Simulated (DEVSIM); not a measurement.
Device: Ti/SiO2/p-InP capacitor, at 300 K.

Layer 1 from the left is SiO2, thickness (nm) 1.40. Layer 2 from the left is InP, thickness (nm) 10000, Na (cm⁻³) 3.8e15.

Metal gate on the left, work function 4.33 eV. Fixed charge at the semiconductor interface 3e10 cm⁻² (in units of +e); interface traps 1.2e11 cm⁻² eV⁻¹, uniform in energy, neutral level at 0.7 of the gap above the valence band.

This is a model device: material constants are rounded textbook-type values typed into the input, and sizes, dopings and lifetimes were drawn at random. Values at 300 K.

SiO2: gap (eV) 9, affinity (eV) 0.9, permittivity 3.9. InP: gap (eV) 1.344, affinity (eV) 4.38, permittivity 12.5, Nc (cm⁻³) 5.7e17, Nv (cm⁻³) 1.1e19.

Simulated with DEVSIM: 1D Poisson equation in equilibrium, Boltzmann statistics, complete ionisation; no quantum confinement or tunnelling. Metal contacts follow the ideal Schottky-Mott rule: no Fermi-level pinning, no interface dipoles.

Question: What does the simulation give for the flat-band voltage, the threshold voltage (band bending 2φF)?

Answer: flat-band voltage -1.20 V; threshold voltage (band bending 2φF) -0.16 V.
